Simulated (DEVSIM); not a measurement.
Structure: Si n-i-p diode, at 300 K.

Layer 1 from the left is Si, thickness (μm) 0.230, Nd (cm⁻³) 2.4e17, τn (s) 0.00089, τp (s) 0.00089. Layer 2 from the left is Si, thickness (μm) 14.0, Na (cm⁻³) 5.5e12, τn (s) 0.00089, τp (s) 0.00089. Layer 3 from the left is Si, thickness (μm) 0.100, Na (cm⁻³) 2.2e17, τn (s) 0.00089, τp (s) 0.00089.

Left contact: ohmic. Right contact: ohmic. Voltage is applied to the left contact. Recombination: SRH at mid-gap. Gap narrowing is on: ΔEg = 6.92 meV × (l + √(l² + 0.5)), l = ln(N/1.3e17 cm⁻³), shared equally by both band edges. Mobility is constant in doping.

The device is made up for the run: typed textbook-type constants, with dimensions and the other settings drawn at random. Values at 300 K.

Si: gap (eV) 1.124, affinity (eV) 4.05, permittivity 11.7, Nc (cm⁻³) 2.86e19, Nv (cm⁻³) 3.1e19, μn (cm²/Vs) 1417, μp (cm²/Vs) 470.

Model (solved in DEVSIM): 1D drift-diffusion, Boltzmann statistics, complete ionisation; no tunnelling, impact ionisation, image-force lowering or self-heating.

Question: What does the simulation give for the dark forward voltage at 1 A/cm², the potential step across the device at zero bias, the dark forward voltage at 100 A/cm²?

Answer: dark forward voltage at 1 A/cm² 0.564 V; potential step across the device at zero bias 0.862 V; dark forward voltage at 100 A/cm² 0.760 V.
